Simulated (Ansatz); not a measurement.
Take BP in the zinc blende structure (space group F-43m, No. 216) as the base.

```cif
data_B4P4
_chemical_formula_sum 'P4 B4'
_space_group_name_H-M_alt 'F-43m'
_space_group_IT_number 216
_space_group_name_Hall 'F -4 2 3'
_cell_length_a 4.53640
_cell_length_b 4.53640
_cell_length_c 4.53640
_cell_angle_alpha 90.000
_cell_angle_beta 90.000
_cell_angle_gamma 90.000
loop_
_atom_site_label
_atom_site_type_symbol
_atom_site_symmetry_multiplicity
_atom_site_Wyckoff_symbol
_atom_site_fract_x
_atom_site_fract_y
_atom_site_fract_z
_atom_site_occupancy
P1 P 4 c 0.25000 0.25000 0.25000 1
B1 B 4 a 0.00000 0.00000 0.00000 1
```
(The calculation used a cell of 2 atoms; values per cell refer to that cell.)

All numbers come from plane-wave PAW DFT at the r2SCAN level (Ansatz, a program for electronic structure, 500 eV), no spin-orbit coupling, earlier PAW set.

For the base:

| Property | Result |
|---|---|
| Gap between the host's bands | 1.41 eV |

It is then changed as follows: electron doping at 5.0×10^21 cm⁻³ (0.117 per cell), with a uniform compensating background at fixed cell and a 300 K Fermi–Dirac width.

Problem. What happens to the gap between the host's bands?

Solution. The gap between the host's bands shrinks by 0.04 eV to 1.37 eV.

Problem. Estimate the effect on the Fermi level from band edge.

Solution. The Fermi level relative to the doped band's edge (positive inside the band; to 0.05 eV) is +0.65 eV.

Carriers are added with a uniform compensating background; total energy and stress of such cells depend on the potential's zero and are not compared; many-body gap narrowing is missing at this level. No phonon test of stability was made.
